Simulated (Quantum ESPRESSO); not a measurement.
Quantum ESPRESSO is run on SrHfN2 (P4/nmm, 8 atoms in the cell), and the run fails. The aim is a self-consistent single point with DFT, LDA (PW92), plane waves, PseudoDojo standard norm-conserving (LDA) pseudopotentials.

Cell that was meant: a = 4.1117 Å, b = 4.1117 Å, c = 8.4064 Å, α = 90.00°, β = 90.00°, γ = 90.00°.

Part of the input:

```fortran
  calculation = 'scf'
  prefix = 'pwscf'
  outdir = './out'
  pseudodir = './'
  tprnfor = .true.
  tstress = .true.
/
```

Output (repeated stretches shortened):

```
     This program is part of the open-source Quantum ESPRESSO suite
     for quantum simulation of materials; please cite

 %%%%%%%%%%%%%%%%%%%%%%%%%%%%%%%%%%%%%%%%%%%%%%%%%%%%%%%%%%%%%%%%%%%%%%%%%%%%%%
     Error in routine  read_namelists (1):
      bad line in namelist &control: "  pseudodir = './'" (error could be in the previous line)
 %%%%%%%%%%%%%%%%%%%%%%%%%%%%%%%%%%%%%%%%%%%%%%%%%%%%%%%%%%%%%%%%%%%%%%%%%%%%%%

     stopping ...
```

Question: From the messages shown, name the fault and mend the input.

Answer: The fault is a keyword that the program does not know. The program does not know a key of this name. To fix it, use the program's own name for the key. The program stopped before any SCF iteration.

The sound input it was made from differs as follows (other fixes are possible):
```diff
-  pseudodir = './'
+  pseudo_dir = './'
```

With that input, the run converged in 20 iterations: free energy E − TS -6077.1960 eV; top of the valence band (on the code's own zero) 8.92 eV; gap on the k-point mesh 1.45 eV; pressure -13.69 GPa; largest force (vector length) 0.882 eV/Å (DFT, LDA (PW92), plane waves, PseudoDojo standard norm-conserving (LDA) pseudopotentials).

On the sound input: the starting cell comes from a database of computed structures (which also holds hypothetical and non-ambient phases and stackings), without a prior relaxation at this level. Its lattice was rescaled by a random factor within 2.5 % of one. Spin-orbit coupling is off. With a pressure of about -14 GPa the cell is away from its equilibrium volume at this level.
